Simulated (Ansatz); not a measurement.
**TaSi (model structure, started from the CoSn type, P6/mmm, No. 191, 6 atoms in the cell)**

Method: PBE-D3(BJ) (PAW; Ansatz, an electronic-structure program).

Settings: plane-wave cutoff 500 eV, 12×12×10 k mesh (along the axes of the cell as run), Fermi–Dirac smearing 0.05 eV, scalar-relativistic PAW data made under PBE.

Cell (relaxed at this level):

Space group P6/mmm (No. 191); a = b = 5.532 Å, c = 4.223 Å, α = β = 90.00°, γ = 120.00°

```csv
atom,site,symmetry,x,y,z
Ta,3f,mmm,0.0000,0.5000,0.0000
Si,1a,6/mmm,0.0000,0.0000,0.0000
Si,2d,-6m2,0.3333,0.6667,0.5000
```

For TaSi (model structure, started from the CoSn type, P6/mmm, No. 191, 6 atoms in the cell), the band gap is zero (no gap).

Note: the relaxation could raise the start's symmetry but not lower it, so the cell can be a saddle point.

Spin–orbit coupling is not included.

The result took very roughly 110 core-seconds.

A model structure was made by putting elements into a prototype or built by hand; it is no filed structure, need not be a known phase, and can be a saddle point held by its symmetry.
